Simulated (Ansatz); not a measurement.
OH on the 1x1 (111) surface of fcc Al, one in a 1x1 cell, energies for each (7.1 Å²). Energies are against H2O(g) − ½ H2(g), without zero-point or thermal terms; each row is named by its start. No converged result for: 1 more start.

Computed with PBE (plane waves to 420 eV, PAW; Ansatz, a program for electronic structure).

Model: 6-atom slab, 7.0 Å thick at the start under the adsorbate (thin: gaps and levels are the slab's own), 12x12x1 mesh, Fermi-Dirac 0.1 eV, dipole correction, 2 atoms held, the rest relaxed; each run with such symmetry as its start has; spin-polarised, no spin-orbit, no U, no dispersion correction.

A negative adsorption energy means that the adsorbate is more stable on the surface than in its reference. Starts that drift may end in the same place. Heights count from the host atoms within 0.3 Å of the top one.

```tsv
starting site	E_ads (eV)	height (Å)	nearest host atom (Å)	bonded to	Δ work function (eV)	lateral drift (Å)	moment (μB)
top Al	-0.74	1.38	Al 1.99	2 Al	-1.96	1.4	0.0
hollow Al-Al-Al over Al at depth 2.3 Å	-0.66	1.22	Al 2.04	3 Al	-1.52	0.0	0.0
hollow Al-Al-Al over Al at depth 4.6 Å	-0.77	1.19	Al 2.03	3 Al	-1.39	0.0	0.0
```
